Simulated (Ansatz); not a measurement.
The parent structure is GaP in the zinc blende structure (space group F-43m, No. 216; a = 5.451 Å). Axes: x, y, z lie along the cube axes.

The values are results of r2SCAN in Ansatz (plane waves to 500 eV, PAW, no SOC), not measurements.

A first run, uniaxial strain ε_zz = −0.49 %, gives secant values C11 ≈ 140 GPa and C12 ≈ 62 GPa from its stress. A second run applies isotropic strain −1.49 %.

Question: What does linear elasticity predict for the bulk modulus −ΔP/(ΔV/V₀) in the second run, and what does the run give?

Answer: Linear elasticity: (C11 + 2 C12)/3 = 88 GPa. The run gives 99 GPa; any difference comes from nonlinear terms at these strains and numerical noise.

Whether these cells are dynamically stable was not tested.

Ansatz is an electronic-structure program.
